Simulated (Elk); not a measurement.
## Worked example: self-consistent single point of NiO (Fm-3m, 4 atoms in the cell) in Elk

Level of theory: PBE, all-electron FP-LAPW, Elk's shipped species files, APW+lo basis with extra local orbitals (Elk).

This input was run:

```
tasks
  0

xctype
  20

spinpol
  .true.

reducebf
  0.8

rgkmax
  8.0

gmaxvr
  14.0

nxlo
  2

lorbcnd
  .true.

lmaxi
  3

nempty
  10

swidth
  0.000734986

maxscl
  100

scale
  1.889726125

avec
    4.1800000000    2.0900000000    2.0900000000
    2.0900000000    4.1800000000    2.0900000000
    2.0900000000    2.0900000000    4.1800000000

sppath
  './'

atoms
  2
  'Ni.in'
  2
  0.0000000000  0.0000000000  0.0000000000    0.0 0.0 -1.0
  0.5000000000  0.5000000000  0.5000000000    0.0 0.0 1.0
  'O.in'
  2
  0.2500000000  0.2500000000  0.2500000000    0.0 0.0 0.0
  0.7500000000  0.7500000000  0.7500000000    0.0 0.0 0.0

ngridk
  6 6 6
```

The program printed (abridged):

```
│ Elk code version 10.2.4 │

All units are atomic (Hartree, Bohr, etc.)

│ Ground-state run starting from atomic densities │

Lattice vectors :
   7.899055202       3.949527601       3.949527601
   3.949527601       7.899055202       3.949527601
   3.949527601       3.949527601       7.899055202

Unit cell volume      :    246.4310634
Brillouin zone volume :    1.006570398

Muffin-tin inner radius fraction :   0.1000000000E-01

Nuclei treated as point charges

Species :    1 (Ni)
 parameters loaded from : Ni.in
 name : nickel
 nuclear charge    :   -28.00000000
 electronic charge :    28.00000000
 atomic mass :    106991.5230
 muffin-tin radius :    2.228301486
 number of radial points in muffin-tin :    497
 atomic positions (lattice), magnetic fields (Cartesian) :
   1 :   0.00000000  0.00000000  0.00000000    0.00000000  0.00000000 -1.00000000
   2 :   0.50000000  0.50000000  0.50000000    0.00000000  0.00000000  1.00000000

Species :    2 (O)
 parameters loaded from : O.in
 name : oxygen
 nuclear charge    :   -8.000000000
 electronic charge :    8.000000000
 atomic mass :    29165.12202
 muffin-tin radius :    1.671226115
 number of radial points in muffin-tin :    297
 atomic positions (lattice), magnetic fields (Cartesian) :
   1 :   0.25000000  0.25000000  0.25000000    0.00000000  0.00000000  0.00000000
   2 :  -0.25000000 -0.25000000 -0.25000000    0.00000000  0.00000000  0.00000000

Total number of atoms per unit cell :    4

Spin treatment :
 spin-polarised
 global magnetic field (Cartesian) :    0.000000000       0.000000000       0.000000000
 collinear magnetisation in z-direction

Number of Bravais lattice symmetries :   12
Number of crystal symmetries         :   24
Crystal has inversion symmetry
Real symmetric eigensolver will be used

k-point grid :      6     6     6
k-point offset :    0.000000000       0.000000000       0.000000000
k-point set is reduced with full crystal symmetry group
   [... lines left out ...]
 potential will be trimmed for |G| > 2 gkmax
Constant for pseudocharge density :    8
Radial integration step length :    4

G-vector grid sizes :     45    45    45
Number of G-vectors :    11465

Maximum angular momentum used for
 APW functions                      :    8
 outer part of muffin-tin           :    6
 inner part of muffin-tin           :    3

Total nuclear charge    :   -72.00000000
Total core charge       :    28.00000000
Total valence charge    :    44.00000000
Total excess charge     :    0.000000000
Total electronic charge :    72.00000000

Effective Wigner radius, rₛ :   0.9348848351

Number of empty states         :   40
Total number of valence states :  124
Total number of core states    :   28

Conduction state local-orbitals added automatically
Total number of local-orbitals :  296

Exchange-correlation functional :     20     0     0
 Perdew-Burke-Ernzerhof, Phys. Rev. Lett. 77, 3865 (1996)
 gradient requirement :    1
 generalised gradient approximation (GGA)

Smearing type :    3
 Fermi-Dirac
Smearing width :   0.7349860000E-03
Effective electronic temperature (K) :    232.0902224

Mixing type :    3
 Broyden mixing, J. Phys. A: Math. Gen. 17, L317 (1984)

Kohn-Sham potential initialised from atomic data
│ Self-consistent loop started │
│ Loop number : 1 │
 total energy                :     -3202.65288891
 total moment                :  -0.4506655650E-17
│ Loop number : 2 │
 total energy                :     -3202.75801970
 total moment                :   0.1058467089E-16
RMS change in Kohn-Sham potential (target) :    2.475947919     (  0.1000000000E-05)
Absolute change in total energy (target)   :   0.1051307946     (  0.1000000000E-03)
│ Loop number : 3 │
 total energy                :     -3193.72607565
 total moment                :  -0.2516309581E-16
RMS change in Kohn-Sham potential (target) :    1.912871930     (  0.1000000000E-05)
Absolute change in total energy (target)   :    9.005661353     (  0.1000000000E-03)
│ Loop number : 4 │
 total energy                :     -3198.64954852
 total moment                :  -0.2290651609E-16
RMS change in Kohn-Sham potential (target) :   0.7205582797     (  0.1000000000E-05)
Absolute change in total energy (target)   :    2.672057534     (  0.1000000000E-03)
│ Loop number : 5 │
   [... lines left out ...]
RMS change in Kohn-Sham potential (target) :   0.6642899283E-05 (  0.1000000000E-05)
Absolute change in total energy (target)   :   0.5448485581E-04 (  0.1000000000E-03)
│ Loop number : 26 │
 total energy                :     -3192.30730439
 total moment                :  -0.1266870795E-16
RMS change in Kohn-Sham potential (target) :   0.3160948221E-05 (  0.1000000000E-05)
Absolute change in total energy (target)   :   0.6180278524E-04 (  0.1000000000E-03)
│ Loop number : 27 │
 total energy                :     -3192.30727080
 total moment                :   0.5383043446E-16
RMS change in Kohn-Sham potential (target) :   0.1707913709E-05 (  0.1000000000E-05)
Absolute change in total energy (target)   :   0.4904219486E-04 (  0.1000000000E-03)
│ Loop number : 28 │
 total energy                :     -3192.30721286
 total moment                :   0.3969999345E-16
RMS change in Kohn-Sham potential (target) :   0.1144405941E-06 (  0.1000000000E-05)
Absolute change in total energy (target)   :   0.7020318253E-04 (  0.1000000000E-03)
Convergence targets achieved

│ Loop number : 29 │

Energies :
 Fermi                       :     0.273849998242
 sum of eigenvalues          :     -1821.94106166
 electron kinetic            :      3240.02958191
 core electron kinetic       :      2889.64136399
 Coulomb                     :     -6287.86720580
 Coulomb potential           :     -4874.60288794
 nuclear-nuclear             :     -446.286257639
 electron-nuclear            :     -6808.55900839
 Hartree                     :      966.978060228
 Madelung                    :     -3850.56576184
 xc potential                :     -187.227064196
 xc effective B-field        :    -0.140697579433
 external B-field            :      0.00000000000
 exchange                    :     -141.296750783
 correlation                 :     -3.17283788068
 electron entropic           :    -0.161361289887E-11
 total energy                :     -3192.30721256
 (external B-field energy excluded from total)

Density of states at Fermi energy :   0.1369527704E-06
 (states/Hartree/unit cell)

Estimated indirect band gap :   0.3721624685E-01
 from k-point     19 to k-point     28
Estimated direct band gap   :   0.4622822836E-01
 at k-point     28

Charges :
 core                        :    28.00000000
 valence                     :    44.00000000
 interstitial                :    3.862669646
 muffin-tins (core leakage)
  species :    1 (Ni)
   atom    1                 :    26.72748771     (  0.7005750247E-03)
   atom    2                 :    26.72748771     (  0.7005750247E-03)
  species :    2 (O)
   atom    1                 :    7.341177471     (  0.4273157361E-07)
   atom    2                 :    7.341177471     (  0.4273157361E-07)
 total in muffin-tins        :    68.13733035
 total calculated charge     :    72.00551112
 total charge                :    72.00000000
 error                       :   0.5511117880E-02

Moments :
 interstitial                :  -0.7186009619E-16
 muffin-tins
  species :    1 (Ni)
   atom    1                 :    1.373390611
   atom    2                 :   -1.373390611
  species :    2 (O)
   atom    1                 :  -0.1292868413E-21
   atom    2                 :  -0.1292868413E-21
 total in muffin-tins        :  -0.2585736825E-21
 total moment                :  -0.7186035477E-16

│ Self-consistent loop stopped │
```

The run converged in 29 iterations. The count includes the last loop, which Elk runs after its targets are met.

The starting cell has typed, rounded lattice constants, without a prior relaxation at this level. The magnetic order is the one reached from the typed start; others were not searched systematically. Values depend on the basis (sphere radii, cutoffs, local orbitals), which need not be converged.

Cost on one core of a shared machine: roughly 4 min.
